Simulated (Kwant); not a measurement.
System: GaAs/Al0.3Ga0.7As stack with 1 barrier. One parabolic valley. Leads of mass 0.067 mₑ with the band edge at 0; grid 0.1 nm; bias swept from 0.0096 to 0.44756 V, dropping linearly over the stack. Emitter Fermi level 0.03 eV, 300 K, equal in the collector.

```json
[
 {"layer": "1", "thickness (nm)": "4.6", "band offset (eV)": "0.24", "mass (mₑ)": "0.092"}
]
```

The device is made up for the run: typed textbook-type constants, with dimensions and the other settings drawn at random.

Computed with Kwant: one-band effective-mass tight-binding model in one dimension, coherent, no space charge, current by the Tsu-Esaki formula.

Sweep values stay those of the base run.

The temperature was swept, all else fixed.

```json
[
 {"temperature (K)": "4", "J (A/cm²) at bias = 0.2205 V": "5470", "J (A/cm²) at bias = 0.1069 V": "2240", "J (A/cm²) at bias = 0.3340 V": "12800", "J (A/cm²) at bias = 0.4476 V": "30800"},
 {"temperature (K)": "77", "J (A/cm²) at bias = 0.2205 V": "7490", "J (A/cm²) at bias = 0.1069 V": "3080", "J (A/cm²) at bias = 0.3340 V": "17600", "J (A/cm²) at bias = 0.4476 V": "42100"},
 {"temperature (K)": "150", "J (A/cm²) at bias = 0.2205 V": "13500", "J (A/cm²) at bias = 0.1069 V": "5580", "J (A/cm²) at bias = 0.3340 V": "31600", "J (A/cm²) at bias = 0.4476 V": "74900"},
 {"temperature (K)": "300", "J (A/cm²) at bias = 0.2205 V": "45800", "J (A/cm²) at bias = 0.1069 V": "18900", "J (A/cm²) at bias = 0.3340 V": "105000", "J (A/cm²) at bias = 0.4476 V": "233000"}
]
```

From the first row to the last the J at bias = 0.2205 V goes from 5470 to 45800. From the first row to the last the J at bias = 0.1069 V goes from 2240 to 18900.
